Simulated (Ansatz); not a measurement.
Functionals compared on OH on the 1x1 (101) surface of anatase TiO2 (cut with top plane O), one in a 2x1 cell, started at the site 'top O', in Ansatz (plane waves, PAW). The structure was relaxed with PBE; the other rows are single points on it, each with its references at the same level. Cutoff 420 eV (500 eV for r2SCAN). The points keep PBE's geometry, so the relaxation of a polaron and the settling of charge on one site are left out.

Host crystal: anatase TiO2, with a band gap (PBE, scalar-relativistic without spin-orbit coupling).

Model: 38-atom slab, 9.4 Å thick at the start under the adsorbate (thin: gaps and levels are the slab's own), 3x4x1 mesh, Fermi-Dirac 0.01 eV, dipole correction, 14 atoms held, the rest relaxed; no symmetry held; spin-polarised, ending with about 1.0 μB a cell; orders that need a larger cell were not tried, no spin-orbit, no U, no dispersion correction. At the end it is bonded to Ti. In PBE this state lies 0.06 eV over the lowest of the starts that converged ('top O #2'). These notes are the PBE run's. r2SCAN: The program's check for a lower electronic state was not made. Adsorption energies are against H2O(g) − ½ H2(g). A negative adsorption energy means that the adsorbate is more stable on the surface than in its reference.

```json
[
 {"functional": "PBE", "adsorption energy (eV)": "2.35", "gap of the slab on its k-mesh (eV)": "0.80", "highest filled level below the top vacuum level (eV)": "7.13", "magnetic moment of the cell (μB)": "1.00", "rough cost of the single point": "–"},
 {"functional": "RPBE", "adsorption energy (eV)": "2.46", "gap of the slab on its k-mesh (eV)": "0.84", "highest filled level below the top vacuum level (eV)": "7.01", "magnetic moment of the cell (μB)": "1.00", "rough cost of the single point": "roughly 9 core-minutes"},
 {"functional": "r2SCAN", "adsorption energy (eV)": "2.17", "gap of the slab on its k-mesh (eV)": "1.39", "highest filled level below the top vacuum level (eV)": "7.30", "magnetic moment of the cell (μB)": "1.00", "rough cost of the single point": "around 15 core-minutes (rough)"}
]
```

Ansatz is a program for electronic structure.
